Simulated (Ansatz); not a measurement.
The starting structures come from a database of crystals and need not be the phases stable at ambient conditions.

 Where the default PAW files enter, the runs use the earlier of Ansatz's two default sets.

Tunnelling through a barrier is set by its complex band structure: the current falls as exp(−2κd) with the smallest κ.

Given:

```
AlGaN2
1.0
    3.08237     0.00000     0.00000
    0.00000     4.99495     0.00000
    1.54119     0.00000     2.66941
Al Ga N
1 1 2
Cartesian
  0.00000   0.00370   0.00000
  3.08238   2.51161   1.77961
  3.08238   4.43652   1.77961
  0.00000   1.85732   0.00000
```

Space group of this cell: P3m1. The cell is strained (all lengths scaled by 0.98); by r2SCAN its mean pressure is 13.5 GPa.

Transport runs along the normal of the first two printed cell vectors, the (100) plane of the conventional cell.

No gap correction and no spin-orbit coupling; mid-gap values are interpolated between computed energies.

Question: Give the band gap and the smallest decay constant κ at mid-gap that r2SCAN (Ansatz, a program for electronic structure) yields.

Answer: Gap 3.84 eV on a 12×6×12 mesh; κ = 0.246 1/Å, at the zone centre.
